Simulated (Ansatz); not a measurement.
Results of r²SCAN (Ansatz, an electronic-structure program, plane waves, PAW) for Pd₃GaN (model structure, started from the Ni3MgC type, Pm-3m, No. 221, 5 atoms in the cell).

Run with plane-wave cutoff 560 eV, 14×14×14 k mesh, Fermi–Dirac smearing 0.05 eV, scalar-relativistic PAW data made under PBE.

Cell (relaxed at this level):

```cif
data_GaNPd3
_chemical_formula_sum 'Ga1 Pd3 N1'
_space_group_name_H-M_alt 'Pm-3m'
_space_group_IT_number 221
_space_group_name_Hall '-P 4 2 3'
_cell_length_a 4.11575
_cell_length_b 4.11575
_cell_length_c 4.11575
_cell_angle_alpha 90.000
_cell_angle_beta 90.000
_cell_angle_gamma 90.000
loop_
_atom_site_label
_atom_site_type_symbol
_atom_site_symmetry_multiplicity
_atom_site_Wyckoff_symbol
_atom_site_fract_x
_atom_site_fract_y
_atom_site_fract_z
_atom_site_occupancy
Ga1 Ga 1 a 0.00000 0.00000 0.00000 1
Pd1 Pd 3 c 0.00000 0.50000 0.50000 1
N1 N 1 b 0.50000 0.50000 0.50000 1
```

Q: What does this level give for the bulk modulus B0?

A: 
- bulk modulus B0 = 173 GPa

The run finds no gap.

Note: the bulk modulus is −V dP/dV from two relaxed cells at ±2 % in volume; the relaxation could raise the start's symmetry but not lower it, so the cell can be a saddle point.

Computed values are for the static lattice.

A model structure was made by putting elements into a prototype or built by hand; it is no filed structure, need not be a known phase, and can be a saddle point held by its symmetry.
